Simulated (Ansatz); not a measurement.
For ZnWO4 (P2/c, No. 13), PBEsol (PAW; Ansatz, a program for electronic structure) gives:

* **equilibrium volume per atom**: 10.90 Å³/atom
* **formation enthalpy**: -1.989 eV/atom

Task: What does r²SCAN+rVV10 (Ansatz, PAW) give for the same quantities?

Result: 
- equilibrium volume per atom: 10.84 Å³/atom (decreases by 0.6 %)
- formation enthalpy: -2.184 eV/atom (moves by -0.195 eV/atom)

For comparison: equilibrium volume per atom 11.07 Å³/atom (measured, 293 K, copied from a table, unchecked, not corrected to a static lattice; as tabulated in Acta Chemica Scandinavica 53, 1103 (1999)).

Changes are worked out from the printed values.

Unless a cell is named, each level is at its own relaxed cell (PBEsol 10.90, r²SCAN+rVV10 10.84 Å³/atom).

Levels without +SOC leave out spin–orbit coupling, which shifts energies and cells of such heavy elements.

Ansatz's density-functional and Hartree–Fock values are scalar-relativistic unless marked +SOC, with PAW data made under PBE.
